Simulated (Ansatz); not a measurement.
Given:

A slab with vacuum along the third vector:

```
CELL_PARAMETERS angstrom
      4.65153     0.00000     0.00000
      0.00000     5.08987     0.00000
      0.00000     0.00000    26.50000
ATOMIC_POSITIONS crystal
  Ti 0.25000 0.80059 0.31037
  Ti 0.75000 0.19941 0.31037
  Ti 0.25000 0.33659 0.36247
  Ti 0.75000 0.66341 0.36247
  Ti 0.25000 0.82965 0.41630
  Ti 0.75000 0.17035 0.41630
  Ti 0.25000 0.33037 0.47219
  Ti 0.75000 0.66963 0.47219
  Ti 0.25000 0.83037 0.52781
  Ti 0.75000 0.16963 0.52781
  Ti 0.25000 0.32965 0.58370
  Ti 0.75000 0.67035 0.58370
  Ti 0.25000 0.83659 0.63753
  Ti 0.75000 0.16341 0.63753
  Ti 0.25000 0.30059 0.68963
  Ti 0.75000 0.69941 0.68963
```

Model: 16-atom slab, 10.3 Å thick at the start (thin: gaps and levels are the slab's own), 8x8x1 mesh, Fermi-Dirac 0.1 eV, dipole correction, all atoms relaxed; symmetry of the start imposed; no spin, no spin-orbit, no U.

Problem. What work function of the top face does PBE (Ansatz, a quantum-chemistry and plane-wave program) give?

Solution. 3.27 eV

Problem. Estimate the surface energy (mean of both faces) that PBE returns for this input.

Solution. 1.90 J/m²
